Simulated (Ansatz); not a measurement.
Results of HSE06 (Ansatz, a first-principles code, PAW) for L1₀ (CuAu-type) TiAl.

Run with plane-wave cutoff 500 eV, 10×10×6 k mesh (along the axes of the cell as run), Fermi–Dirac smearing 0.1 eV, no spin polarisation, scalar-relativistic PAW data made under PBE.

Computed at the level's own relaxed cell.

Q: What does this level give for the equilibrium volume per atom, equilibrium lattice constant a and c axis length?

A: 
equilibrium volume per atom: 16.03 Å³/atom
equilibrium lattice constant a: 2.801 Å
c axis length: 4.088 Å

Measured, for comparison: lattice constant a 2.826 Å (temperature not stated, no zero-point or thermal correction, P4/mmm two-atom cell, a_fct/√2; as tabulated in Zope and Mishin (2003), arXiv:cond-mat/0306298); lattice parameter c 4.077 Å (temperature not stated, no zero-point or thermal correction; as tabulated in Zope and Mishin (2003), arXiv:cond-mat/0306298). Computed (rounded) less measured: lattice constant a -0.9 %, lattice parameter c +0.3 %. A static lattice is as a rule a little smaller and stiffer than an uncorrected measurement, which narrows the difference in the lattice constant a and would widen misses of the other sign.

Note: exact exchange on metals is sensitive to the k mesh and can open a false gap; the run warned that the count of filled bands differs between k points.
